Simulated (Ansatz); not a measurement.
Defect: Nb-vacancy pair (Nb on one host Ti site, one O site vacant) in rutile TiO2, charge state +3. Calculation: PBE, PAW (plane waves to 420 eV; Ansatz, an electronic-structure program).

Settings: 72 host sites, the relaxed PBE lattice, one k-point at (0.250, 0.250, 0.250), smearing 0.01 eV, spin-restricted, no image-charge correction. No zero-point or tunnelling terms. The charge state is imposed; whether it is stable for some Fermi level was not computed. Forms of the defect that were not tried may lie lower. The start lies 0.53 eV above the lowest site run (PBE).

Barriers: single points on a 2×2×2 k-point mesh shifted by half a step at the bands' geometries.

Relaxed starting cell (atoms counted from 1):

```
NbTi23O47
1.0
    9.28699     0.00000     0.00000
    0.00000     9.28699     0.00000
    0.00000     0.00000     8.89145
Nb Ti O
1 23 47
Cartesian
 -0.23103   0.20601  -0.17253
 -0.17357   0.18035   3.16252
  0.22424  -0.06466   5.89385
 -0.07539   4.54801  -0.00815
 -0.02611   4.75939   2.94440
  0.08774   4.56246   5.90027
  4.56707  -0.06749  -0.01688
  4.63145   0.10461   2.93550
  4.71477  -0.09643   5.90828
  4.61347   4.55301  -0.02164
  4.77631   4.64860   3.01812
  4.60230   4.80157   5.92789
  2.24096   2.34804   1.52808
  2.41423   2.34227   4.42847
  2.42239   2.29602   7.38942
  2.51065   6.74910   1.49652
  2.38987   7.02931   4.43558
  2.23969   6.87832   7.44394
  6.89244   2.36225   1.52556
  6.96237   2.45216   4.49971
  6.76922   2.35444   7.40865
  6.86450   6.97277   1.46193
  7.08286   7.04275   4.45053
  7.01370   6.85115   7.39081
  1.37179   1.36085   0.04196
  1.38592   1.37815   2.95235
  1.44371   1.36269   5.94696
  1.38008   6.11247   0.05240
  1.38415   6.11846   2.92911
  1.39157   6.09537   5.93691
  6.09867   1.38501   0.00449
  6.07806   1.40655   2.97454
  6.02546   1.44299   5.92513
  6.05668   6.05207   0.01287
  6.06774   6.04066   2.97438
  6.03980   6.06372   5.93948
  0.91880   3.73765   1.48959
  0.91477   3.73090   4.46115
  0.90678   3.72703   7.42293
  0.88187   8.40834   4.37068
  0.86211   8.40458   7.49778
  5.55177   3.71937   1.48449
  5.52104   3.75879   4.48693
  5.50785   3.76374   7.40464
  5.53355   8.35372   1.49829
  5.55428   8.36196   4.45684
  5.52952   8.36975   7.42146
  3.75483   0.92064   1.48422
  3.73987   0.90297   4.44912
  3.73109   0.91366   7.44170
  3.77998   5.49017   1.50140
  3.72921   5.56691   4.42461
  3.70765   5.55831   7.44481
  8.42660   0.84128   1.52726
  8.36678   0.93243   4.56545
  8.31930   0.95569   7.24929
  8.35491   5.51962   1.48802
  8.37916   5.54441   4.44941
  8.36699   5.53816   7.44416
  3.22700   3.22277   0.00701
  3.22652   3.20481   2.97057
  3.21634   3.23215   5.94138
  3.15719   7.88693   0.05240
  3.16329   7.89659   2.92753
  3.17505   7.88956   5.93209
  7.88545   3.16374   0.00411
  7.86708   3.20227   2.97493
  7.83074   3.25700   5.94437
  7.90154   7.89570   0.03919
  7.91349   7.89442   2.95981
  7.90769   7.83311   5.94608
```
Cell charge +3.

End state 1 differs by these moves (Å; atoms that move under 0.08 Å are left out):

```
atom  element     Δx     Δy     Δz
----  -------  -----  -----  -----
1          Nb   0.14  -0.14   0.19
2          Ti   0.26  -0.18  -0.16
3          Ti  -0.12   0.09   0.03
4          Ti   0.06   0.09   0.05
5          Ti   0.04  -0.28   0.08
6          Ti  -0.26   0.10   0.02
7          Ti   0.30   0.28   0.03
8          Ti   0.07  -0.21   0.02
9          Ti  -0.18   0.16   0.08
10         Ti  -0.07   0.20   0.02
12         Ti   0.10  -0.16  -0.04
13         Ti   0.18  -0.08  -0.04
15         Ti  -0.16   0.15   0.03
16         Ti  -0.39   0.03   0.17
17         Ti   0.09   0.00   0.02
18         Ti  -0.12  -0.10  -0.20
19         Ti   0.04   0.13   0.01
20         Ti  -0.04  -0.33  -0.04
21         Ti   0.16   0.14  -0.03
22         Ti   0.14  -0.11   0.04
24         Ti  -0.15   0.13   0.00
25          O   0.03   0.09  -0.04
28          O   0.09   0.01  -0.04
29          O  -0.01  -0.10   0.14
30          O  -0.01  -0.07  -0.10
31          O   0.04   0.08   0.00
40          O   0.05  -0.02   0.08
41          O   0.10  -0.04  -0.07
48          O  -0.04  -0.07  -0.05
51          O  -0.07   0.12  -0.03
55          O   0.02  -0.05  -0.11
56          O   0.07  -0.04   0.13
63          O  -2.19   0.48   1.42
66          O   0.00   0.08   0.00
```

Task: What is the computed forward and backward barriers to end state 1 (PBE, PAW)?

Result: forward 0.77 eV, backward 1.30 eV; at the saddle point atom 63 has neighbours Ti at 1.85, Ti at 2.16 Å. The saddle point's order was not checked.

End state 2 differs by these moves (Å; atoms that move under 0.08 Å are left out):

```json
[
 {"atom": "1", "element": "Nb", "Δx": "0.26", "Δy": "-0.23", "Δz": "0.15"},
 {"atom": "2", "element": "Ti", "Δx": "-0.09", "Δy": "-0.38", "Δz": "-0.21"},
 {"atom": "3", "element": "Ti", "Δx": "-0.21", "Δy": "0.13", "Δz": "-0.09"},
 {"atom": "4", "element": "Ti", "Δx": "0.04", "Δy": "0.08", "Δz": "-0.04"},
 {"atom": "5", "element": "Ti", "Δx": "0.10", "Δy": "-0.22", "Δz": "0.02"},
 {"atom": "6", "element": "Ti", "Δx": "-0.16", "Δy": "0.01", "Δz": "0.09"},
 {"atom": "7", "element": "Ti", "Δx": "0.02", "Δy": "0.05", "Δz": "0.09"},
 {"atom": "8", "element": "Ti", "Δx": "0.07", "Δy": "-0.14", "Δz": "0.05"},
 {"atom": "9", "element": "Ti", "Δx": "-0.17", "Δy": "0.04", "Δz": "-0.02"},
 {"atom": "10", "element": "Ti", "Δx": "0.13", "Δy": "0.12", "Δz": "-0.05"},
 {"atom": "11", "element": "Ti", "Δx": "-0.16", "Δy": "0.02", "Δz": "-0.10"},
 {"atom": "12", "element": "Ti", "Δx": "0.09", "Δy": "-0.06", "Δz": "-0.03"},
 {"atom": "13", "element": "Ti", "Δx": "0.28", "Δy": "0.15", "Δz": "-0.20"},
 {"atom": "14", "element": "Ti", "Δx": "0.09", "Δy": "0.15", "Δz": "0.19"},
 {"atom": "15", "element": "Ti", "Δx": "-0.13", "Δy": "-0.12", "Δz": "0.02"},
 {"atom": "16", "element": "Ti", "Δx": "-0.14", "Δy": "0.19", "Δz": "-0.06"},
 {"atom": "17", "element": "Ti", "Δx": "-0.10", "Δy": "-0.09", "Δz": "-0.06"},
 {"atom": "18", "element": "Ti", "Δx": "0.06", "Δy": "-0.02", "Δz": "-0.10"},
 {"atom": "19", "element": "Ti", "Δx": "0.07", "Δy": "0.00", "Δz": "-0.10"},
 {"atom": "20", "element": "Ti", "Δx": "-0.07", "Δy": "-0.08", "Δz": "-0.11"},
 {"atom": "21", "element": "Ti", "Δx": "0.11", "Δy": "-0.10", "Δz": "-0.06"},
 {"atom": "22", "element": "Ti", "Δx": "0.08", "Δy": "-0.21", "Δz": "0.01"},
 {"atom": "23", "element": "Ti", "Δx": "-0.07", "Δy": "-0.22", "Δz": "0.05"},
 {"atom": "24", "element": "Ti", "Δx": "-0.07", "Δy": "0.30", "Δz": "0.01"},
 {"atom": "25", "element": "O", "Δx": "0.07", "Δy": "0.10", "Δz": "0.02"},
 {"atom": "26", "element": "O", "Δx": "-0.47", "Δy": "-2.23", "Δz": "-1.39"},
 {"atom": "27", "element": "O", "Δx": "-0.01", "Δy": "0.09", "Δz": "-0.05"},
 {"atom": "29", "element": "O", "Δx": "0.00", "Δy": "-0.08", "Δz": "0.04"},
 {"atom": "37", "element": "O", "Δx": "0.00", "Δy": "-0.08", "Δz": "0.04"},
 {"atom": "38", "element": "O", "Δx": "0.00", "Δy": "-0.08", "Δz": "-0.04"},
 {"atom": "41", "element": "O", "Δx": "0.07", "Δy": "0.00", "Δz": "-0.09"},
 {"atom": "48", "element": "O", "Δx": "-0.09", "Δy": "0.00", "Δz": "0.02"},
 {"atom": "49", "element": "O", "Δx": "-0.09", "Δy": "0.01", "Δz": "-0.01"},
 {"atom": "54", "element": "O", "Δx": "-0.01", "Δy": "0.10", "Δz": "0.02"},
 {"atom": "55", "element": "O", "Δx": "0.05", "Δy": "0.00", "Δz": "-0.16"},
 {"atom": "56", "element": "O", "Δx": "0.07", "Δy": "-0.03", "Δz": "0.18"},
 {"atom": "60", "element": "O", "Δx": "0.03", "Δy": "0.05", "Δz": "-0.09"},
 {"atom": "62", "element": "O", "Δx": "0.04", "Δy": "0.03", "Δz": "0.08"},
 {"atom": "64", "element": "O", "Δx": "0.05", "Δy": "-0.06", "Δz": "0.05"},
 {"atom": "70", "element": "O", "Δx": "-0.14", "Δy": "-0.07", "Δz": "0.00"}
]
```

Task: Estimate the forward and backward barriers to end state 2 that PBE, PAW returns for this input.

Result: forward 0.84 eV, backward 1.19 eV; at the saddle point atom 26 has neighbours Ti at 1.84, Ti at 2.10 Å. The saddle point's order was not checked.

End state 3 differs by these moves (Å; atoms that move under 0.08 Å are left out):

```json
[
 {"atom": "1", "element": "Nb", "Δx": "0.00", "Δy": "-0.41", "Δz": "0.20"},
 {"atom": "2", "element": "Ti", "Δx": "0.20", "Δy": "-0.16", "Δz": "-0.14"},
 {"atom": "3", "element": "Ti", "Δx": "-0.19", "Δy": "0.11", "Δz": "0.06"},
 {"atom": "4", "element": "Ti", "Δx": "0.12", "Δy": "0.07", "Δz": "0.08"},
 {"atom": "5", "element": "Ti", "Δx": "-0.08", "Δy": "-0.02", "Δz": "0.05"},
 {"atom": "6", "element": "Ti", "Δx": "-0.11", "Δy": "-0.03", "Δz": "0.06"},
 {"atom": "7", "element": "Ti", "Δx": "0.07", "Δy": "0.07", "Δz": "-0.07"},
 {"atom": "9", "element": "Ti", "Δx": "-0.11", "Δy": "-0.01", "Δz": "-0.03"},
 {"atom": "10", "element": "Ti", "Δx": "0.00", "Δy": "0.09", "Δz": "0.10"},
 {"atom": "11", "element": "Ti", "Δx": "-0.06", "Δy": "0.05", "Δz": "0.05"},
 {"atom": "12", "element": "Ti", "Δx": "0.09", "Δy": "-0.09", "Δz": "0.05"},
 {"atom": "13", "element": "Ti", "Δx": "0.24", "Δy": "0.17", "Δz": "0.13"},
 {"atom": "14", "element": "Ti", "Δx": "-0.25", "Δy": "-0.07", "Δz": "0.02"},
 {"atom": "15", "element": "Ti", "Δx": "0.10", "Δy": "0.19", "Δz": "-0.14"},
 {"atom": "16", "element": "Ti", "Δx": "-0.11", "Δy": "0.24", "Δz": "0.07"},
 {"atom": "17", "element": "Ti", "Δx": "-0.11", "Δy": "-0.13", "Δz": "0.08"},
 {"atom": "18", "element": "Ti", "Δx": "0.08", "Δy": "0.03", "Δz": "0.04"},
 {"atom": "19", "element": "Ti", "Δx": "0.08", "Δy": "0.04", "Δz": "0.03"},
 {"atom": "20", "element": "Ti", "Δx": "-0.06", "Δy": "-0.18", "Δz": "0.02"},
 {"atom": "21", "element": "Ti", "Δx": "0.12", "Δy": "0.00", "Δz": "0.08"},
 {"atom": "22", "element": "Ti", "Δx": "-0.13", "Δy": "-0.02", "Δz": "0.08"},
 {"atom": "23", "element": "Ti", "Δx": "-0.02", "Δy": "0.10", "Δz": "0.00"},
 {"atom": "24", "element": "Ti", "Δx": "-0.07", "Δy": "-0.09", "Δz": "-0.03"},
 {"atom": "25", "element": "O", "Δx": "-0.42", "Δy": "-2.19", "Δz": "1.40"},
 {"atom": "26", "element": "O", "Δx": "0.05", "Δy": "0.08", "Δz": "-0.03"},
 {"atom": "27", "element": "O", "Δx": "0.00", "Δy": "0.08", "Δz": "0.03"},
 {"atom": "40", "element": "O", "Δx": "0.02", "Δy": "0.01", "Δz": "0.08"},
 {"atom": "41", "element": "O", "Δx": "0.08", "Δy": "0.05", "Δz": "-0.04"},
 {"atom": "48", "element": "O", "Δx": "-0.09", "Δy": "0.01", "Δz": "-0.01"},
 {"atom": "54", "element": "O", "Δx": "0.01", "Δy": "0.12", "Δz": "-0.08"},
 {"atom": "55", "element": "O", "Δx": "0.05", "Δy": "-0.01", "Δz": "-0.11"},
 {"atom": "56", "element": "O", "Δx": "0.13", "Δy": "0.00", "Δz": "0.20"},
 {"atom": "61", "element": "O", "Δx": "0.02", "Δy": "0.07", "Δz": "0.09"},
 {"atom": "62", "element": "O", "Δx": "0.05", "Δy": "0.02", "Δz": "-0.10"},
 {"atom": "63", "element": "O", "Δx": "0.07", "Δy": "-0.04", "Δz": "-0.05"},
 {"atom": "66", "element": "O", "Δx": "-0.05", "Δy": "0.08", "Δz": "0.00"},
 {"atom": "69", "element": "O", "Δx": "-0.13", "Δy": "-0.11", "Δz": "-0.03"}
]
```

Task: Estimate the forward and backward barriers to end state 3 that PBE, PAW returns for this input.

Result: forward 0.90 eV, backward 0.96 eV; at the saddle point atom 25 has neighbours Nb at 1.83 Å. The saddle point's order was not checked.

End state 4 differs by these moves (Å; atoms that move under 0.08 Å are left out):

```csv
atom,element,Δx,Δy,Δz
1,Nb,0.18,-0.09,0.16
2,Ti,0.17,-0.27,-0.20
3,Ti,-0.12,0.04,0.00
4,Ti,0.09,-0.07,-0.02
5,Ti,0.02,-0.13,0.02
6,Ti,-0.26,0.10,0.06
7,Ti,0.14,-0.04,0.06
8,Ti,0.23,0.11,0.04
9,Ti,-0.18,0.16,0.00
10,Ti,-0.03,0.21,0.04
11,Ti,-0.16,-0.01,0.00
12,Ti,0.12,-0.17,-0.01
13,Ti,0.15,-0.08,0.01
14,Ti,-0.21,0.02,0.03
15,Ti,0.00,0.09,0.03
16,Ti,-0.39,0.03,-0.18
17,Ti,-0.23,-0.29,0.19
18,Ti,0.22,0.18,-0.03
19,Ti,0.03,0.15,-0.07
20,Ti,0.17,-0.15,-0.01
22,Ti,0.14,-0.14,0.03
23,Ti,-0.19,-0.02,-0.01
24,Ti,-0.04,0.16,0.00
25,O,0.05,0.07,-0.03
28,O,-0.01,-0.08,-0.14
29,O,0.09,0.00,0.04
30,O,0.00,-0.08,0.09
32,O,0.03,0.08,0.00
40,O,0.08,-0.05,0.07
41,O,0.06,-0.02,-0.09
46,O,-0.06,-0.01,-0.05
48,O,-0.04,-0.07,0.05
51,O,-0.06,0.12,0.01
55,O,0.04,-0.03,-0.11
56,O,0.05,-0.05,0.13
64,O,-2.20,0.46,-1.40
65,O,0.01,-0.06,-0.06
```

Task: Estimate the forward and backward barriers to end state 4 that PBE, PAW returns for this input.

Result: forward 0.96 eV, backward 1.47 eV; at the saddle point atom 64 has neighbours Ti at 1.83, Ti at 2.22, Ti at 2.30 Å. The saddle point's order was not checked.
